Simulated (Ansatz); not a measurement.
Mg2Sn, response to strain

Start from Mg2Sn (space group Fm-3m, No. 225; a = 6.7471 Å; relaxed with 0.1 eV smearing). Axes: x, y, z lie along the cube axes.

Strains are applied to the cell and any free atomic positions relax; under biaxial strain the out-of-plane vector relaxes too; under stress the whole cell relaxes.

Computed with PBEsol/PAW in Ansatz (a quantum-chemistry and plane-wave program), scalar-relativistic without spin-orbit coupling.

Notes on the quantities. energy relative to the base: free energy F.

| case | energy relative to the base | out-of-plane strain |
|---|---|---|
| base | 0 meV/atom | – |
| biaxial strain −3.56 %, plane normal [001], relaxed out of plane | +18 meV/atom | +2.61 % |
| biaxial strain −1.11 %, plane normal [001], relaxed out of plane | +1.7 meV/atom | +0.80 % |
| biaxial strain −1.95 %, plane normal [111], relaxed out of plane | +6.1 meV/atom | +1.07 % |
| biaxial strain −0.53 %, plane normal [111], relaxed out of plane | +0.4 meV/atom | +0.30 % |
| biaxial strain +2.64 %, plane normal [111], relaxed out of plane | +9.9 meV/atom | -1.38 % |
| biaxial strain +3.52 %, plane normal [111], relaxed out of plane | +17 meV/atom | -1.81 % |
| biaxial strain +4.98 %, plane normal [111], relaxed out of plane | +33 meV/atom | -2.53 % |
| uniaxial strain ε_zz = −0.19 % | 0.0 meV/atom | – |
| uniaxial stress, 3 GPa tension along z | +12 meV/atom | – |

Beyond what the load breaks, stability against distortions was not tested.
